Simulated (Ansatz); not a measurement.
**MgTe: uniaxial strain ε_zz = +1.20 %**

The parent structure is MgTe in the wurtzite structure (space group P6_3mc, No. 186; a = 4.509 Å, c = 7.338 Å). Axes: x lies along a and z along c of the hexagonal cell.

Perturbation: the cell is stretched by 1.20 % along z with no lateral relaxation, atoms relaxed at fixed cell.

Computed with LDA (Ansatz, a first-principles code; PAW; 420 eV plane waves; no SOC). Settings: 9×9×5 k-points, 0.05 eV Fermi–Dirac smearing.

| quantity | base | changed | shift |
|---|---|---|---|
| space group | P6_3mc (No. 186) | P6_3mc (No. 186) | – |
| shortest interatomic distance | 5.209 bohr | 5.227 bohr | +0.018 bohr |
| energy relative to the base (free energy F) | 0 meV/atom | +0.9 meV/atom | +0.9 meV/atom |
| pressure (mean of the normal stresses, compression positive) | 0.00 GPa | -0.45 GPa | -0.45 GPa |
| band gap (an upper bound: an edge found on the path is not a true extremum; the base alone) | 2.43 eV | 2.35 eV | -0.08 eV |
| stress (xx, yy, zz, yz, xz, xy; compression positive) | – | (-0.32, -0.32, -0.71, 0.00, 0.00, 0.00) GPa | – |

Final structure:

```xyz
4
Lattice="4.5089 0.0000 0.0000 -2.2544 3.9048 0.0000 0.0000 0.0000 7.4258" Properties=species:S:1:pos:R:3 pbc="T T T"
Mg     0.0000     2.6032     7.4329
Mg     2.2544     1.3016     3.7201
Te     0.0000     2.6032     2.7849
Te     2.2544     1.3016     6.4978
```

Cost of the whole job for the changed cell (relaxation, final SCF and bands): about 80 core-seconds (a rough figure).

With Te present, leaving out spin-orbit coupling can change the band edges. No phonon test of stability was made.
